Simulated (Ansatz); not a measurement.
Consider Sn in the diamond structure (space group Fd-3m, No. 227; a = 6.566 Å). Axes: x, y, z lie along the cube axes.

All numbers come from r2SCAN in Ansatz (plane waves to 500 eV, PAW, no SOC).

Strains are applied to the cell and any free atomic positions relax; under biaxial strain the out-of-plane vector relaxes too.

One change was made to it. Results:

```json
[
 {"quantity": "volume per atom", "base": "35.39 Å³", "after": "36.26 Å³"},
 {"quantity": "pressure (mean of the normal stresses, compression positive)", "base": "0.0 GPa", "after": "-1.0 GPa"},
 {"quantity": "energy relative to the base (free energy F)", "base": "0 meV/atom", "after": "+5.5 meV/atom"},
 {"quantity": "band gap", "base": "zero", "after": "zero"}
]
```

What was done to the base?
A) biaxial strain +0.83 %, plane normal [111], relaxed out of plane
B) biaxial strain +1.67 %, plane normal [111], relaxed out of plane
C) biaxial strain +0.42 %, plane normal [111], relaxed out of plane
D) biaxial strain +2.08 %, plane normal [111], relaxed out of plane
E) biaxial strain +1.25 %, plane normal [111], relaxed out of plane

B, biaxial strain +1.67 %, plane normal [111], relaxed out of plane. For comparison, the energy relative to the base in the other runs: biaxial strain +0.42 %, plane normal [111], relaxed out of plane gives +0.4 meV/atom; biaxial strain +1.25 %, plane normal [111], relaxed out of plane gives +3.1 meV/atom; biaxial strain +0.83 %, plane normal [111], relaxed out of plane gives +1.4 meV/atom; biaxial strain +2.08 %, plane normal [111], relaxed out of plane gives +8.4 meV/atom.

Stability against distortions was not tested.

Ansatz is an electronic-structure program.
